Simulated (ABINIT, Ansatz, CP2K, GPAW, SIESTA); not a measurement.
AlN (P6_3mc, 4 atoms in the cell) computed with different codes at matched settings

Band-structure calculation.

```
AlN
1.0
    3.12859     0.00000     0.00000
   -1.56429     2.70944     0.00000
    0.00000     0.00000     5.01696
Al N
2 2
Cartesian
  1.56430   0.90315   2.50492
  0.00000   1.80629   5.01340
  1.56430   0.90315   4.41849
  0.00000   1.80629   1.91001
```

Shared settings, as Ansatz (a program for electronic structure) writes them: kpoints.mp_grid.grid = 10 10 6; scf.occupations.method = fermi_dirac; scf.occupations.width = 0.02 eV. Potentials and cutoffs stand in the table.

```
code                                                                                                                      model  gap along the path (eV)  smallest direct gap (eV)       cutoff
------  -----------------------------------------------------------------------------------------------------------------------  -----------------------  ------------------------  -----------
CP2K                                                    PBE, GPW, DZVP-MOLOPT-SR-GTH basis, GTH-PBE potentials (GTH_POTENTIALS)                     4.16                      4.16  grid 400 Ry
SIESTA  GGA PBE, numerical atomic orbitals TZP, PseudoDojo PBE standard norm-conserving potentials (rewritten from UPF to PSML)                     4.17                      4.17  grid 300 Ry
Ansatz                                                                                                   PBE, default PAW files                     4.05                      4.05       420 eV
ABINIT                                                                                              PBE, PAW (JTH v2.0 PBE PAW)                     4.04                      4.04        26 Ha
GPAW                                                                               PBE, GPAW PAW datasets PBE (gpaw-data 1.0.1)                     4.06                      4.06       950 eV
```

The spread over the programs that give each value: gap along the path within 0.13 eV; smallest direct gap within 0.13 eV.

CP2K and SIESTA use small atom-centred bases, whose incompleteness enters pressures, forces and empty levels differently from a plane-wave cutoff.

The starting cell comes from a database of computed structures (which also holds hypothetical and non-ambient phases and stackings), without a prior relaxation at this level.

Left out of this page: Quantum ESPRESSO and FLEUR (not drawn, or without a comparable value).

Keys are those of Ansatz 0.2.
